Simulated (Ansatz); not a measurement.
Checking a run of Ansatz (a quantum-chemistry and plane-wave program) on MgZn₂O₃ (P-3m1, 6 atoms in the cell). The aim is a self-consistent single point with DFT, PBEsol, plane waves, default PAW files made with PBE.

Input as run:

Ansatz 0.2 input:
```yaml
crystal:
  lattice:
    - [3.08831500, 0.00000000, 0.00000000]
    - [-1.54415800, 2.67455900, 0.00000000]
    - [0.00000000, 0.00000000, 7.53922900]
  atoms:
    - { symbol: Mg, position: [0.00000000, 0.00000000, 0.00000000] }
    - { symbol: Zn, position: [0.33333300, 0.66666700, 0.66842000] }
    - { symbol: Zn, position: [0.66666700, 0.33333300, 0.33158000] }
    - { symbol: O, position: [0.33333300, 0.66666700, 0.16070000] }
    - { symbol: O, position: [0.66666700, 0.33333300, 0.83930000] }
    - { symbol: O, position: [0.00000000, 0.00000000, 0.50000000] }
basis:
  ecutwfc: 125.0 eV
kpoints:
  mp_grid: { grid: [10, 10, 4] }
hamiltonian:
  xc: pbesol
  pseudopotentials: { kind: paw }
scf:
  occupations: { method: fixed }
output:
  forces: true
  eigenvalues: true
  stress: true
```

Log, with long lists cut:

```
   [... lines left out ...]
Bands: 32, of which v1, the nominal top of the filled ones, is band 26 counted from 1 (25 counted from 0)
Symmetry: 12 space group operations
Space group: P-3m1 (ITA 164), of the structure as read, at distance tolerance 4.0e-5 Å
k-points: 50 of 400
PAW frozen core: Mg, regenerated for the run's functional, and the local potential with it
PAW frozen core: Zn, regenerated for the run's functional, and the local potential with it
PAW frozen core: O, regenerated for the run's functional, and the local potential with it
Initial density: superposition of atomic densities (neutral atoms: chi_scale 0, normalization atom), corrected by the library's trained network
Initial wavefunctions: pseudopotential atomic-orbital guess
Eigensolver: davidson
Functional: x = pbesol(κ = 0.804, μ = 0.12345679012345678), c = pbesol(β = 0.046)
SCF iter   1: F=—  HF=-9967.449177 eV  |F-HF|=—  |Δ(HF+E_count)|=         —  Δρ=6.21e-1  dr2=1.24e2  ethr=1.77e-3  ⟨swp⟩=4.0  Hψ=6090  notcnv=0  defer=128
all-band conjugate gradients solve this SCF's bands
   [... lines left out ...]
SCF 1 converged in 10 iterations: F = -9879.687314 eV  dr2 = 6.16e-9
Free energy (F): -9879.687314 eV
Internal energy: -9879.687314 eV  (E = F + TS)
E sigma→0 (E₀):  -9879.687314 eV
Fermi energy:    9.324673 eV
--- Forces (eV/Å), atoms counted from 1 ---
  atom   1  Mg    -0.00000000    -0.00000000    -0.00000000
  atom   2  Zn    -0.00000000     0.00000000    -4.46076672
  atom   3  Zn     0.00000000    -0.00000000     4.46076672
  atom   4  O      0.00000000    -0.00000000     2.95234574
  atom   5  O     -0.00000000     0.00000000    -2.95234574
  atom   6  O      0.00000000     0.00000000     0.00000000
--- Stress (GPa, compression-positive) ---
      -84.376291       0.000000      -0.000000
        0.000000     -84.376291       0.000000
       -0.000000       0.000000     -43.862565
  P = ⅓ Tr σ = -70.8717 GPa (-708.717 kbar)
  The stress holds the Pulay correction. Without it, at fixed plane waves, as pw.x and ABINIT print it: P = -1801.8627 GPa
```

**Question.** Is this run sound? If not, what is wrong?

**Answer.** The run is not sound. The fault is a basis or grid far too coarse for these potentials. Far below the cutoff that the potentials were made for, the basis cannot represent the orbitals near the nuclei, and energies, forces and above all the stress go wrong. To fix it, restore the cutoff that the potentials need and check convergence. The run converged in 10 iterations without an error; against the sound input the free energy goes up by 46.6 eV/atom, the pressure goes from -11.89 to -70.87 GPa, the largest force goes from 0.167 to 4.461 eV/Å and the gap on the mesh goes from 1.454 to 0.000 eV. The full log also holds (shortened here): “WARN: iter 1: σ=0 fill of 26 bands saw a band overlap (occupied 14.6621 eV > unoccupied 14.2920 eV) — on an unconverged iterate often a transient of an (band_overlap_at_count)”. At a fixed set of plane waves, without the program's Pulay estimate, the pressure is -1801.86 GPa against -12.63 GPa.

The sound input it was made from differs as follows (other fixes are possible):
```diff
-basis:
-  ecutwfc: 125.0 eV
```

With that input, the run converged in 8 iterations: free energy E − TS (on the zero of these files) -10159.5057 eV; top of the valence band (on the code's own zero) 8.21 eV; gap on the k-point mesh 1.45 eV; pressure -11.89 GPa; largest force (vector length) 0.167 eV/Å (DFT, PBEsol, plane waves, default PAW files made with PBE).

On the sound input: the starting cell comes from a database of computed structures (which also holds hypothetical and non-ambient phases and stackings), without a prior relaxation at this level. Its lattice was rescaled by a random factor within 2.5 % of one. With a pressure of about -12 GPa the cell is away from its equilibrium volume at this level. Ansatz's pressure includes its estimate of the finite-basis (Pulay) stress. Without the estimate this run gives -12.63 GPa.
